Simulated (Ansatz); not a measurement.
Checking a run of Ansatz (a program for electronic structure) on BeCr3 (Pm-3m, 4 atoms in the cell). The aim is a self-consistent single point with DFT, PBE, plane waves, default PAW files.

Cell that was meant: a = 3.5399 Å, b = 3.5399 Å, c = 3.5399 Å, α = 90.00°, β = 90.00°, γ = 90.00°.

Part of the input:

```yaml
  occupations:
    method: gaussian
    width: 0.1 eV
  convergence:
    dr2_threshold: 1.0e-01 eV
output:
  forces: true
  eigenvalues: true
```

Output, abridged:

```
WARN basis.ecutwfc = 420 eV, the default
   [... lines left out ...]
Symmetry: 48 space group operations
Space group: Pm-3m (ITA 221), of the structure as read, at distance tolerance 3.5e-5 Å
Magnetic group: BNS 221.92 (UNI 1594), of the structure as read, at distance tolerance 3.5e-5 Å
k-points: 35 of 729
Initial density: superposition of atomic densities (chi_scale 0.1, normalization cell)
Starting moments: Σ|m| = 9 μB on 3 of 4 sites
Initial wavefunctions: pseudopotential atomic-orbital guess
Eigensolver: davidson
Functional: x = pbe(κ = 0.804, μ = 0.2195149727645171), c = pbe(β = 0.06672455060314922)
SCF iter   1: F=—  HF=-10235.716968 eV  |F-HF|=—  |Δ(HF+E_count)|=         —  Δρ=3.07e-1 (↑3.07e-1 ↓1.18e-1)  dr2=2.32e1  dr2_m=1.66e1  M=0.544 μB ∫|m|=0.616 μB  β_m=0.30  ethr=3.10e-3  ⟨swp⟩=5.0  Hψ=8052  notcnv=0
Mixer restart at iter 1: flushing history
all-band conjugate gradients solve this SCF's bands
preconditioner: auto → Kerker (q_TF=auto, 2.725 Å⁻¹)
   [... lines left out ...]
SCF iter  10: F=—  HF=-10225.474613 eV  |F-HF|=—  |Δ(HF+E_count)|=   5.18e-8  Δρ=2.11e-6 (↑2.03e-6 ↓2.11e-6)  dr2=4.26e-9  dr2_m=5.57e-11  M=-0.000 μB ∫|m|=0.000 μB  β_m=0.90  ethr=4.05e-10  ⟨swp⟩=2.0  Hψ=2851  notcnv=0  defer=96
SCF iter  11: F=-10225.474613 eV  HF=-10225.474613 eV  |F-HF|=8.19e-10  |Δ(HF+E_count)|=   2.50e-9  Δρ=9.56e-7 (↑6.59e-7 ↓9.56e-7)  dr2=1.11e-9  dr2_m=1.76e-11  M=-0.000 μB ∫|m|=0.000 μB  ethr=9.69e-12  ⟨swp⟩=6.1  Hψ=7698  notcnv=0
SCF 1 converged in 11 iterations: F = -10225.474613 eV  dr2 = 1.11e-9
WARN: the starting moments were not kept: the SCF closed with an absolute magnetisation of 6.5e-6 μB, where they sum to 9 μB in size (3 sites) …
   [... lines left out ...]
Absolute magnetization: 0.0000 μB (∫|ρ↑−ρ↓|, with the PAW one-centre terms)
Free energy (F): -10225.474613 eV
Fermi energy:    16.373769 eV
   [... lines left out ...]
   [... zero for the other atoms too ...]
--- Stress (GPa, compression-positive) ---
       -5.625969       0.000000      -0.000000
       -0.000000      -5.625969       0.000000
        0.000000       0.000000      -5.625969
  P = ⅓ Tr σ = -5.6260 GPa (-56.260 kbar)
  The stress holds the Pulay correction. Without it, at fixed plane waves, as pw.x and ABINIT print it: P = -5.6961 GPa
```

Question: Can these results be used? Check the input.

Answer: The results can be used. The input holds a convergence threshold that is too loose, which can do harm: a loop that stops early leaves an energy error of second order in the density error, but errors of first order in forces and stress. Here it did none. The run converged in 11 iterations, and against the sound input the free energy stays essentially unchanged (within 1 meV/atom) and the pressure stays at -5.63 GPa.

The sound input it was made from differs as follows (other fixes are possible):
```diff
-  convergence:
-    dr2_threshold: 1.0e-01 eV
```

With that input, the run converged in 11 iterations: free energy E − TS (on the zero of these files) -10225.4746 eV; Fermi level (on the code's own zero) 16.37 eV; pressure -5.63 GPa; size of the cell's spin moment 0.00 μB (DFT, PBE, plane waves, default PAW files).

On the sound input: the starting cell was generated: these elements placed on a structure prototype, without a prior relaxation; it need not be a known phase or ordering of this composition. The starting moments vanished: the run ended non-magnetic, which need not be the lowest state. The program warned that a starting moment was not kept. With a pressure of about -6 GPa the cell is away from its equilibrium volume at this level. Ansatz's pressure includes its estimate of the finite-basis (Pulay) stress.

Keys are those of Ansatz 0.2.
